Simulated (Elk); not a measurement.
Elk run on K2Se (Fm-3m, 3 atoms in the cell): self-consistent single point.

Method of the run: LDA (PW92), all-electron FP-LAPW, Elk's shipped species files, APW+lo basis with extra local orbitals (Elk).

The change in words: lattice scaled by 0.98. Reference geometry:
```
CELL_PARAMETERS angstrom
      0.00000     3.83595     3.83595
      3.83595     0.00000     3.83595
      3.83595     3.83595     0.00000
ATOMIC_POSITIONS crystal
  K  0.25000 0.25000 0.25000
  K  0.75000 0.75000 0.75000
  Se 0.00000 0.00000 0.00000
```

Reference input (self-consistent single point, DFT, LDA (PW92), all-electron FP-LAPW, Elk's shipped species files, APW+lo basis with extra local orbitals): xctype = 3; rgkmax = 8; stype = 0; swidth = 0.0001 Ha; ngridk = 8 8 8; gmaxvr = 14 1/bohr; nxlo = 2; lorbcnd = true; lmaxi = 3. This run's input differs from it in these lines:

```diff
@@ -31,5 +31,5 @@
 avec
-    0.0000000000    3.8359550000    3.8359550000
-    3.8359550000    0.0000000000    3.8359550000
-    3.8359550000    3.8359550000    0.0000000000
+    0.0000000000    3.7592360000    3.7592360000
+    3.7592360000    0.0000000000    3.7592360000
+    3.7592360000    3.7592360000    0.0000000000
```

Output, abridged:

```
│ Self-consistent loop started │
│ Loop number : 1 │
 total energy                :     -3640.10338803
│ Loop number : 2 │
 total energy                :     -3639.88938184
RMS change in Kohn-Sham potential (target) :   0.1290465321     (  0.1000000000E-05)
Absolute change in total energy (target)   :   0.2140061868     (  0.1000000000E-03)
│ Loop number : 3 │
 total energy                :     -3637.88584031
RMS change in Kohn-Sham potential (target) :   0.1041307945     (  0.1000000000E-05)
Absolute change in total energy (target)   :    2.057043084     (  0.1000000000E-03)
│ Loop number : 4 │
   [... lines left out ...]
Absolute change in total energy (target)   :   0.2451008118E-02 (  0.1000000000E-03)
│ Loop number : 13 │
 total energy                :     -3628.42132633
RMS change in Kohn-Sham potential (target) :   0.7713825234E-06 (  0.1000000000E-05)
Absolute change in total energy (target)   :   0.4766929133E-03 (  0.1000000000E-03)
│ Loop number : 14 │
 total energy                :     -3628.42140079
RMS change in Kohn-Sham potential (target) :   0.2390139621E-06 (  0.1000000000E-05)
Absolute change in total energy (target)   :   0.4471292777E-04 (  0.1000000000E-03)
Convergence targets achieved

│ Loop number : 15 │

Energies :
 Fermi                       :     0.339463732116E-01
 total energy                :     -3628.42142388

Density of states at Fermi energy :   0.8375528244E-05
 (states/Hartree/unit cell)

Estimated indirect band gap :   0.7487143807E-01
 from k-point     21 to k-point      1
Estimated direct band gap   :   0.8219571789E-01
 at k-point      1

Charges :
 core                        :    38.00000000
 valence                     :    34.00000000
 interstitial                :    4.288755869
 muffin-tins (core leakage)
  species :    1 (K)
   atom    1                 :    17.60266768     (  0.1161841965E-06)
   atom    2                 :    17.60266768     (  0.1161841965E-06)
  species :    2 (Se)
   atom    1                 :    32.50590878     (  0.5994694656E-04)
 total in muffin-tins        :    67.71124413
 total calculated charge     :    72.00041153
 total charge                :    72.00000000
 error                       :   0.4115339491E-03

│ Self-consistent loop stopped │
```

The run converged in 15 iterations. The count includes the last loop, which Elk runs after its targets are met. Against the reference run the total energy falls by 12.1 meV/atom and the gap on the mesh goes from 1.916 to 2.037 eV.

The starting cell comes from a database of computed structures (which also holds hypothetical and non-ambient phases and stackings), without a prior relaxation at this level. For this run, on top of that: lattice scaled by 0.98. Values depend on the basis (sphere radii, cutoffs, local orbitals), which need not be converged.
